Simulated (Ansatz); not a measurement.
**BN, pressure series**

Start from BN in the wurtzite structure (space group P6_3mc, No. 186; a = 2.555 Å, c = 4.225 Å).

Cell and atoms are relaxed at each pressure.

Level of theory: PBE, PAW, 420 eV (Ansatz, a quantum-chemistry and plane-wave program; without spin-orbit coupling).

```json
[
 {"pressure (GPa)": "-2", "volume per atom (Å³/atom)": "6.001"},
 {"pressure (GPa)": "0", "volume per atom (Å³/atom)": "5.969"},
 {"pressure (GPa)": "0.9", "volume per atom (Å³/atom)": "5.954"},
 {"pressure (GPa)": "2.1", "volume per atom (Å³/atom)": "5.935"},
 {"pressure (GPa)": "4.5", "volume per atom (Å³/atom)": "5.898"},
 {"pressure (GPa)": "9", "volume per atom (Å³/atom)": "5.832"},
 {"pressure (GPa)": "15", "volume per atom (Å³/atom)": "?"},
 {"pressure (GPa)": "22.5", "volume per atom (Å³/atom)": "5.650"},
 {"pressure (GPa)": "30", "volume per atom (Å³/atom)": "5.560"}
]
```

### Question
Fit the third-order Birch–Murnaghan form P(V) = (3B₀/2)[(V₀/V)^(7/3) − (V₀/V)^(5/3)]·[1 + (3/4)(B₀′ − 4)((V₀/V)^(2/3) − 1)] (squares taken in P) to the rows shown and predict the withheld row.

### Answer
Least squares on the printed values gives V₀ = 5.969 Å³/atom, B₀ = 371 GPa, B₀′ = 3.7; this predicts 5.748 Å³/atom, and the run gives 5.748 Å³/atom, in agreement.

Load acts through the strain it causes; cell and atoms are relaxed under it. No phonon test of stability was made. Competing high-pressure phases were not computed.
